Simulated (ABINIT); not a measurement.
Troubleshooting ABINIT: a failed run on TiPt₃ (Pm-3m, 4 atoms in the cell). The aim is a self-consistent single point with DFT, PBE, plane waves, PAW (JTH v2.0 PBE PAW).

Cell that was meant: a = 3.8970 Å, b = 3.8970 Å, c = 3.8970 Å, α = 90.00°, β = 90.00°, γ = 90.00°.

Part of the input:

```
         7.3642627077    0.0000000000    0.0000000000
         0.0000000000    7.3642627077    0.0000000000
         0.0000000000    0.0000000000    7.3642627077
natom 5
ntypat 2
znucl 22 78
typat 1 2 2 2
```

Log, with long lists cut:

```
 Netcdf library supports MPI-IO
-instrng: 33 lines of input have been read from file run.abi

 For atom type 1, psp file is ./Ti.GGA_PBE-JTH.xml
 For atom type 2, psp file is ./Pt.GGA_PBE-JTH.xml

 inpspheads: deduce mpsang = 3, n1xccc = 1.

=======================================================
 invars1m : enter jdtset= 0

--- !WARNING
src_file: m_parser.F90
src_line: 353
message: |
    Attempted to read ndig: 4 integer digits
    from string(1:ndig)= `XRED` to initialize an integer variable
    iomsg: Bad integer for item 1 in list input
...

--- !ERROR
src_file: m_parser.F90
src_line: 2071
mpi_rank: 0
message: |
    An error occurred reading data for keyword ` TYPAT`,
    looking for 5 elements.
    There is a problem with the input string:
     XRED 0.0000000000 0.0000000000 0.0000000000 0.0000000000 0.5000000000 0.5000000000 0.5000000000 0.0000000000 0.5000000000 0.5000000000 0.5000000000 0.0000000000 ECUT 816 EV PAWECUTDG 1633 EV PAWXCDEV 0 IXC 11 OCCOPT 7 TSMEAR 0.1 EV NBAND 28 [...]
    Maybe a disagreement between the declared dimension of the array,
    and the number of items provided.
    Action: correct your input file and especially the keyword:  TYPAT
...

 abinit_abort: decision taken to exit. Check above messages for more info
Abort(13) on node 0 (rank 0 in comm 0): application called MPI_Abort(MPI_COMM_WORLD, 13) - process 0

--- !ERROR
src_file: m_parser.F90
src_line: 2071
mpi_rank: 0
message: |
    An error occurred reading data for keyword ` TYPAT`,
    looking for 5 elements.
    There is a problem with the input string:
     XRED 0.0000000000 0.0000000000 0.0000000000 0.0000000000 0.5000000000 0.5000000000 0.5000000000 0.0000000000 0.5000000000 0.5000000000 0.5000000000 0.0000000000 ECUT 816 EV PAWECUTDG 1633 EV PAWXCDEV 0 IXC 11 OCCOPT 7 TSMEAR 0.1 EV NBAND 28 [...]
    Maybe a disagreement between the declared dimension of the array,
    and the number of items provided.
    Action: correct your input file and especially the keyword:  TYPAT
...
```

Question: Read the log: what does the program object to, and what is the fix?

Answer: The fault is an atom count that does not match the list of atoms; here the program stops on it instead of giving results. To fix it, make the count match the list. The program stopped before any SCF iteration.

The sound input it was made from differs as follows (other fixes are possible):
```diff
-natom 5
+natom 4
```

With that input, the run converged in 30 iterations: free energy E − TS -3805.22 eV; Fermi level (on the code's own zero) 10.20 eV; pressure 10.47 GPa (DFT, PBE, plane waves, PAW (JTH v2.0 PBE PAW)).

On the sound input: the starting cell comes from a database of published, mostly measured structures (it also holds non-ambient and calculated ones), without a prior relaxation at this level. Spin polarisation is off. With a pressure of about 10 GPa the cell is away from its equilibrium volume at this level.
